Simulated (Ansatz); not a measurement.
# SiC (space group P6_422, No. 181; a hypothetical phase, not in the database extracts checked)

```
SiC
1.0
    3.08499     0.00000     0.00000
   -1.54249     2.67168     0.00000
    0.00000     0.00000     7.06172
Si C
3 3
Direct
  0.00000   0.50000   0.33333
  0.50000   0.50000   0.66667
  0.50000   0.00000   0.00000
  0.00000   0.50000   0.83333
  0.50000   0.50000   0.16667
  0.50000   0.00000   0.50000
```

Computed with DFT with PBE, PAW potentials and a 420 eV plane-wave cutoff in Ansatz (a program for electronic structure), no spin-orbit coupling. Settings: 12×12×5 k-points, 0.05 eV Fermi–Dirac smearing.

* **Volume per atom**: 9.70 Å³
* **Density**: 3.43 g/cm³
* **Band gap**: 0.87 eV, indirect, Γ → M
* **Total energy**: -443.015 eV/atom (σ→0; compares only within this code and set-up)

No phonon test of stability was made. The base started in P3_121 and relaxed to P6_422 at this level.
